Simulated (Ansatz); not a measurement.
Start from HgSe in the zinc blende structure (space group F-43m, No. 216; a = 6.133 Å).

Computed with PBEsol (Ansatz, a program for electronic structure; PAW; 420 eV plane waves; scalar-relativistic without spin-orbit coupling).

One change was made to it. Results:

The lattice parameter a falls by 0.0515 Å (6.133 Å → 6.082 Å); the band gap becomes 0.48 eV (base: zero).

Problem. What was done to the base?
(A) Hg → Cd
(B) Se → Ir
(C) Se → S

Solution. A, Hg → Cd. For comparison, the band gap in the other runs: Se → Ir gives zero; Se → S gives zero.

With Hg present, leaving out spin-orbit coupling can change the band edges. No phonon test of stability was made. As relaxed here, HgIr is a hypothetical phase, not in the database extracts checked. The final runs are not spin-polarised. An odd electron count without spin: HgIr. HgIr has a high density of states at the Fermi level and may be magnetic at this level. The zero or small gap of HgSe and HgS can change with the level of theory.
